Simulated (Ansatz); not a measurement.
Base system: HfN in the rock salt structure (space group Fm-3m, No. 225).

```
HfN
1.0
    0.00000     2.25082     2.25082
    2.25082     0.00000     2.25082
    2.25082     2.25082     0.00000
N Hf
1 1
Direct
  0.00000   0.00000   0.00000
  0.50000   0.50000   0.50000
```

Levels (all Ansatz, a first-principles code, PAW): PBEsol (420 eV, without spin-orbit coupling); r2SCAN (500 eV, no spin-orbit coupling).

The geometry is relaxed with PBEsol.

```
Item               Value
---------------  -------
PBEsol pressure  0.0 GPa
```

Problem. How does going to r2SCAN change the pressure?

Solution. The pressure goes from zero to 4.6 GPa.

Single points use the geometry relaxed with PBEsol. Their cutoffs differ, which shifts pressures a little. Whether these cells are dynamically stable was not tested. All final runs are without spin polarisation. An odd electron count without spin: HfN.
